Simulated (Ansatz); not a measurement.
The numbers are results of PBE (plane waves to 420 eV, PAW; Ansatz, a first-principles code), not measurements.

Host crystal: 3C silicon carbide, with a band gap (PBE, scalar-relativistic without spin-orbit coupling).

Electrostatic potential energy of an electron, averaged over planes parallel to the surface, in eV from the Fermi level, for Cu on the 1x1 (110) surface of 3C silicon carbide (cut with top plane C + Si), one in a 2x2 cell, started at the site 'hollow C-C-Si-Si':

(z (Å), V (eV)): (5.34, 5.07); (5.62, 5.07); (5.91, 5.07); (6.19, 5.06); (6.47, 5.06); (6.75, 5.06); (7.03, 5.05); (7.31, 5.03); (7.59, 4.99); (7.88, 4.90); (8.16, 4.69); (8.44, 4.21); (8.72, 3.13); (9.00, 0.70); (9.28, -4.65); (9.56, -10.19); (9.84, -11.51); (10.12, -9.06); (10.41, -7.06); (10.69, -8.82); (10.97, -12.43); (11.25, -12.67); (11.53, -8.43); (11.81, -3.90); (12.09, -4.24); (12.38, -8.96); (12.66, -12.69); (12.94, -11.52); (13.22, -6.93); (13.50, -4.23); (13.78, -6.94); (14.06, -11.54); (14.34, -12.79); (14.62, -9.14); (14.91, -4.48); (15.19, -4.29); (15.47, -8.83); (15.75, -12.89); (16.03, -12.41); (16.31, -8.58); (16.59, -6.60); (16.88, -8.67); (17.16, -11.69); (17.44, -11.37); (17.72, -6.91); (18.00, -2.12); (18.28, 0.17); (18.56, 1.41); (18.84, 2.48); (19.12, 3.47); (19.41, 3.97); (19.69, 4.15); (19.97, 4.23); (20.25, 4.26); (20.53, 4.28); (20.81, 4.29); (21.09, 4.29); (21.38, 4.30); (21.66, 4.30); (21.94, 4.30); (22.22, 4.30); (22.50, 4.30); (22.78, 4.30)

Model: 49-atom slab, 7.7 Å thick at the start under the adsorbate (thin: gaps and levels are the slab's own), 3x3x1 mesh, Fermi-Dirac 0.01 eV, dipole correction, 24 atoms held, the rest relaxed; held to the start's symmetry, so lower structures may exist; spin-polarised, ending with about 0.1 μB a cell, a value that depends on the mesh; orders that need a larger cell were not tried, no spin-orbit, no U, no dispersion correction. The slab shows no gap over 0.04 eV on its mesh. At the end it is bonded to 2 C + 2 Si. In PBE it is, or lies within 0.03 eV of, the lowest of the starts that converged.

Question: The surface cell has an area of 54.26 Å². What dipole along the normal does the step between the two vacuum levels imply?

Answer: the top vacuum level lies 0.77 eV below the bottom one; p = −ε₀ A ΔV (ε₀ = 0.005526 e/(V·Å)) gives 0.23 e·Å a cell.
